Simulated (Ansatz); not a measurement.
Structure of amorphous Al28O44Ti (periodic cell):

```yaml
crystal:
  lattice:
    - [9.18157, -0.05227, -0.13941]
    - [-0.05227, 9.34686, -0.13077]
    - [-0.13941, -0.13077, 9.45395]
  atoms:
    - { symbol: Al, position: [0.63652, 0.13521, 0.71509] }
    - { symbol: Al, position: [0.78075, 0.70756, 0.41245] }
    - { symbol: Al, position: [0.77315, 0.72743, 0.97819] }
    - { symbol: Al, position: [0.29175, 0.95441, 0.20910] }
    - { symbol: Al, position: [0.54417, 0.47631, 0.06752] }
    - { symbol: Al, position: [0.22266, 0.62444, 0.21778] }
    - { symbol: Al, position: [0.37977, 0.31839, 0.77554] }
    - { symbol: Al, position: [0.97793, 0.22540, 0.81725] }
    - { symbol: Al, position: [0.15585, 0.46493, 0.94656] }
    - { symbol: Al, position: [0.60869, 0.55141, 0.76086] }
    - { symbol: Al, position: [0.71354, 0.24401, 0.29717] }
    - { symbol: Al, position: [0.89786, 0.50535, 0.17363] }
    - { symbol: Al, position: [0.58808, 0.00087, 0.04491] }
    - { symbol: Al, position: [0.04876, 0.21131, 0.21689] }
    - { symbol: Al, position: [0.95007, 0.57439, 0.70731] }
    - { symbol: Al, position: [0.58121, 0.97877, 0.42002] }
    - { symbol: Al, position: [0.01894, 0.10292, 0.48121] }
    - { symbol: Al, position: [0.40678, 0.25888, 0.28364] }
    - { symbol: Al, position: [0.07078, 0.73986, 0.49967] }
    - { symbol: Al, position: [0.52949, 0.73966, 0.23205] }
    - { symbol: Al, position: [0.29763, 0.63685, 0.72765] }
    - { symbol: Al, position: [0.84639, 0.95043, 0.20877] }
    - { symbol: Al, position: [0.52337, 0.49337, 0.47040] }
    - { symbol: Al, position: [0.20022, 0.97176, 0.70168] }
    - { symbol: Al, position: [0.53951, 0.86879, 0.74936] }
    - { symbol: Al, position: [0.81413, 0.34253, 0.56972] }
    - { symbol: Al, position: [0.07948, 0.78400, 0.96843] }
    - { symbol: Al, position: [0.17193, 0.42215, 0.49757] }
    - { symbol: O, position: [0.41359, 0.59848, 0.16025] }
    - { symbol: O, position: [0.39541, 0.00049, 0.05472] }
    - { symbol: O, position: [0.04684, 0.17951, 0.00441] }
    - { symbol: O, position: [0.14365, 0.94177, 0.88408] }
    - { symbol: O, position: [0.53636, 0.14601, 0.36199] }
    - { symbol: O, position: [0.00941, 0.41153, 0.83759] }
    - { symbol: O, position: [0.64282, 0.73055, 0.82749] }
    - { symbol: O, position: [0.80436, 0.21981, 0.73616] }
    - { symbol: O, position: [0.83013, 0.17230, 0.45966] }
    - { symbol: O, position: [0.09493, 0.50203, 0.12513] }
    - { symbol: O, position: [0.52737, 0.27672, 0.66925] }
    - { symbol: O, position: [0.72037, 0.08795, 0.15757] }
    - { symbol: O, position: [0.90569, 0.65261, 0.28974] }
    - { symbol: O, position: [0.68126, 0.39166, 0.43141] }
    - { symbol: O, position: [0.31996, 0.12212, 0.78323] }
    - { symbol: O, position: [0.50563, 0.46051, 0.88465] }
    - { symbol: O, position: [0.11913, 0.25483, 0.40415] }
    - { symbol: O, position: [0.25326, 0.15175, 0.20020] }
    - { symbol: O, position: [0.06100, 0.12219, 0.67654] }
    - { symbol: O, position: [0.18218, 0.61203, 0.40023] }
    - { symbol: O, position: [0.12217, 0.67469, 0.66527] }
    - { symbol: O, position: [0.43124, 0.88095, 0.32078] }
    - { symbol: O, position: [0.22884, 0.63679, 0.91253] }
    - { symbol: O, position: [0.73204, 0.55303, 0.06764] }
    - { symbol: O, position: [0.36354, 0.40295, 0.39877] }
    - { symbol: O, position: [0.88280, 0.32353, 0.21553] }
    - { symbol: O, position: [0.60737, 0.02005, 0.86263] }
    - { symbol: O, position: [0.59725, 0.97285, 0.60419] }
    - { symbol: O, position: [0.73590, 0.88563, 0.35250] }
    - { symbol: O, position: [0.26338, 0.43385, 0.67656] }
    - { symbol: O, position: [0.18565, 0.80153, 0.15242] }
    - { symbol: O, position: [0.12928, 0.92681, 0.51544] }
    - { symbol: O, position: [0.90444, 0.85287, 0.06015] }
    - { symbol: O, position: [0.35333, 0.83297, 0.72038] }
    - { symbol: O, position: [0.47725, 0.59514, 0.62841] }
    - { symbol: O, position: [0.00214, 0.03748, 0.28303] }
    - { symbol: O, position: [0.62342, 0.81779, 0.09102] }
    - { symbol: O, position: [0.28592, 0.32213, 0.95143] }
    - { symbol: O, position: [0.98554, 0.44012, 0.55808] }
    - { symbol: O, position: [0.59847, 0.64730, 0.38019] }
    - { symbol: O, position: [0.88642, 0.72600, 0.56423] }
    - { symbol: O, position: [0.54652, 0.32375, 0.17022] }
    - { symbol: O, position: [0.93402, 0.67747, 0.87749] }
    - { symbol: O, position: [0.76565, 0.49500, 0.68867] }
    - { symbol: Ti, position: [0.24272, 0.11635, 0.96441] }
```

Methods: PBE, scalar-relativistic without spin-orbit coupling (Ansatz, an electronic-structure program); r2SCAN, scalar-relativistic without spin-orbit coupling (Ansatz); HSE06, scalar-relativistic without spin-orbit coupling (Ansatz). Neutral PBE cell, which sets geometry, pressure and energy: sampling: a 2×2×2 Γ-centred mesh; Fermi-Dirac width 0.02 eV; no spin polarisation. Exact exchange is cut at the faces of this 9 Å cell, which leaves hybrid gaps a finite-size error.

The cell was made by melting and quenching with the CHGNet potential and then relaxed with DFT. O atoms were pushed apart under 1.9 Å during the dynamics, to hinder bonds among them. The hot cell started wider than the set density and was brought back towards it in steps. It is the lowest in DFT energy of 2 quenches. It is a model cell: composition and starting density were chosen by hand, and all elements were melted together. No dispersion term was used. Its density started from a set value of 3.12 and ended at 3.09 g/cm³. The quench (nominally 280 K/ps over its main leg) was far faster than any real one, so the model tends to hold more defects than a real film. A cell of this size samples the disorder only roughly. Volume and shape were free in the relaxation.

Problem. Give the pressure, the energy against reference phases and the spacing of the highest filled and lowest empty levels.

Solution. 
```yaml
Pressure on a 2×2×2 Γ-centred mesh: 0.4 kbar
Largest force and stress component on that mesh (the relaxation ran on the zone centre alone): 0.04 eV/Å and 0.1 GPa
Energy relative to corundum + anatase TiO2 (lowest mix at this level among the phases computed, not always the ambient ones): 0.170 eV/atom
Gap between localised states on a 2×2×2 Γ-centred mesh (PBE): 2.57 eV
Gap between localised states at the zone centre (PBE): 2.58 eV
Gap between localised states at the zone centre (r2SCAN): 2.95 eV
Gap between localised states at the zone centre (HSE06): 4.29 eV
Distance between the nearest levels spread over more than a fifth of the atoms or a third of the atoms of their main element (six at least) (PBE, zone centre): 3.88 eV
```

Problem. At PBE and the zone centre, how localised are the states just below and above the Fermi level (participation number: the atoms over which a state spreads)?

Solution. The highest filled state is spread over 10.4 atoms' worth, largest on O45, with weights by element (charge in smoothed Voronoi cells) O 0.96, Al 0.04, Ti 0.00. The lowest empty state is spread over 1.9 atoms' worth, largest on Ti73, with weights by element (charge in smoothed Voronoi cells) Ti 0.72, O 0.22, Al 0.05.

At PBE the levels at both edges of the gap are localised (band-tail or defect states), and the nearest spread-out levels lie 3.9 eV apart at the zone centre.

Cut-offs for bonds: Al-Al 2.66 Å, Al-O 2.22 Å, Al-Ti 2.89 Å, O-O 1.58 Å, O-Ti 2.49 Å, Ti-Ti 3.12 Å. Two cations that share two anions don't count as bonded, nor two that share one unless they lie closer than Al-Al 2.59 Å, Al-Ti 2.81 Å, Ti-Ti 3.04 Å.

Added carriers, by PBE, scalar-relativistic without spin-orbit coupling (Ansatz) on the zone centre alone. Charged cells keep the cell fixed and stand in a uniform background, with no image correction, at a width of 0.01 eV; where the count is odd the moment is locked at 1 μB, unless the neutral cell bore moments. Each starts from the undistorted neutral geometry alone. PBE's self-interaction favours spread-out carriers, so it can miss traps that a hybrid finds.

Problem. What happens at PBE when the cell takes an extra electron and the atoms relax?

Solution. Relaxation lowers the charged cell by 0.33 eV. The largest moves are Al4 0.10 Å, O32 0.09 Å, O30 0.08 Å, O31 0.07 Å. The level that holds the added charge spreads over 2.7 atoms' worth, most on Ti73 (weight 0.59): a localised (trapped) carrier, which neighbours of that atom can share. No bond crosses its cut-off with a change of over 0.15 Å (metal-metal contacts aside). Made neutral again at that geometry, the cell lies +0.52 eV from the neutral start.

Problem. What happens at PBE when the cell takes a hole and the atoms relax?

Solution. Relaxation lowers the charged cell by 0.22 eV. The largest moves are O67 0.22 Å, O41 0.20 Å, O49 0.19 Å, Al19 0.16 Å. The level that was emptied spreads over 3.6 atoms' worth, most on O45 (weight 0.39): a localised (trapped) carrier, which neighbours of that atom can share. No bond crosses its cut-off with a change of over 0.15 Å (metal-metal contacts aside). Made neutral again at that geometry, the cell lies +1.15 eV from the neutral start (a closed shell was imposed there, with levels 0.59 eV apart, so this is an upper bound).
